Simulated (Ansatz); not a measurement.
# A computed series for Ni2Si: response to strain

The parent structure is Ni2Si (space group Pnma, No. 62; a = 4.9168 Å, b = 3.6982 Å, c = 7.0080 Å; non-magnetic). Axes: x, y, z lie along a, b, c of the conventional cell.

Strains are applied to the cell and any free atomic positions relax; under biaxial strain the out-of-plane vector relaxes too; under stress the whole cell relaxes.

All numbers come from PBEsol, PAW, 420 eV (Ansatz, an electronic-structure program; spin-orbit coupling left out), earlier PAW set.

Notes on the quantities. energy relative to the base: free energy F; pressure: mean of the normal stresses, compression positive.

```csv
case,energy relative to the base,pressure,shortest interatomic distance
base,0 meV/atom,0.0 GPa,229.1 pm
"biaxial strain −1.88 %, plane normal [001], relaxed out of plane",–,4.3 GPa,228.1 pm
uniaxial strain ε_xx = +1.06 %,+1.0 meV/atom,-2.0 GPa,229.2 pm
uniaxial strain ε_xx = +2.20 %,+3.9 meV/atom,-4.0 GPa,229.0 pm
"uniaxial stress, 2 GPa compression along z",+0.5 meV/atom,–,227.9 pm
```

Without a gap, meshes like the base's 8×10×6 leave anisotropic stresses uncertain by several tenths of a GPa, and small strain energies with them. Beyond what the load breaks, stability against distortions was not tested. Starting moments died away, wholly or in part, for the base; another magnetic solution may exist. The final runs are not spin-polarised.
